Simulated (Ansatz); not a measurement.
An ideal cubic perovskite cell is held by its symmetry; such compounds can tilt or shift off centre at room temperature. The starting structures come from a database of crystals and need not be the phases stable at ambient conditions.

 Where the default PAW files enter, the runs use the earlier of Ansatz's two default sets.

The decay constant κ of evanescent states in the gap governs leakage through a thin film.

Here is the system:

```
PbZrO3
1.0
    4.20893     0.00000     0.00000
    0.00000     4.20893     0.00000
    0.00000     0.00000     4.20893
Zr Pb O
1 1 3
Direct
  0.00000   0.00000   0.00000
  0.50000   0.50000   0.50000
  0.50000   0.00000   0.00000
  0.00000   0.50000   0.00000
  0.00000   0.00000   0.50000
```

Space group of this cell: Pm-3m, cubic perovskite. The cell is taken as given; by r2SCAN its mean pressure is -5.6 GPa.

Transport runs along the normal of the first two printed cell vectors, the (001) plane of the conventional cell.

The gap is the functional's own. No spin-orbit coupling. Mid-gap values are interpolated on the energy grid.

Q: Give the band gap and the smallest decay constant κ at mid-gap that r2SCAN (Ansatz, a first-principles code) yields.

A: Gap 2.74 eV on a 8×8×8 mesh; κ = 0.213 1/Å, at the zone centre.
